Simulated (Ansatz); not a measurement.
## Effect of biaxial strain −2.24 %, plane normal [001], relaxed out of plane on AlN

Base system: AlN in the wurtzite structure (space group P6_3mc, No. 186; a = 3.130 Å, c = 5.018 Å). Axes: x lies along a and z along c of the hexagonal cell.

It is then changed as follows: compressive biaxial strain of 2.24 % in the plane normal to [001], as in epitaxy on a mismatched substrate; the out-of-plane cell vector and the atoms relax.

Calculations: Kohn–Sham DFT with the PBE functional, run in Ansatz (a first-principles code) with PAW and 420 eV plane waves, no spin-orbit coupling. k-mesh 12×12×7 (Γ-centred); smearing 0.05 eV (Fermi–Dirac).

```tsv
quantity	base	changed	shift
space group	P6_3mc (No. 186)	P6_3mc (No. 186)	–
shortest interatomic distance	3.595 bohr	3.546 bohr	-0.049 bohr
band gap	4.03 eV	4.38 eV	+0.35 eV
gap character	direct at Γ	direct at Γ	–
width of the top valence band	2.34 eV	2.30 eV	-0.04 eV
electron mass	–	0.28 mₑ out of plane, 0.32 mₑ in plane (at Γ)	–
valence-band top at Γ (three highest levels, from the VBM)	0.00, -0.20, -0.20 eV	0.00, 0.00, -0.10 eV	–
out-of-plane strain	–	+1.18 %	–
ratio −ε⊥/ε∥	–	0.53	–
```

Final structure (turned so that z lies along the plane normal):

```
CELL_PARAMETERS angstrom
      3.06016     0.00000     0.00000
      1.53008     2.65018     0.00000
      0.00000     0.00000     5.07738
ATOMIC_POSITIONS crystal
  Al 0.66667 0.66667 0.00036
  Al 0.33333 0.33333 0.50036
  N  0.66667 0.66667 0.62484
  N  0.33333 0.33333 0.12484
```

Masses are band curvatures over ±0.01 Å⁻¹ around the edge. Whether these cells are dynamically stable was not tested.
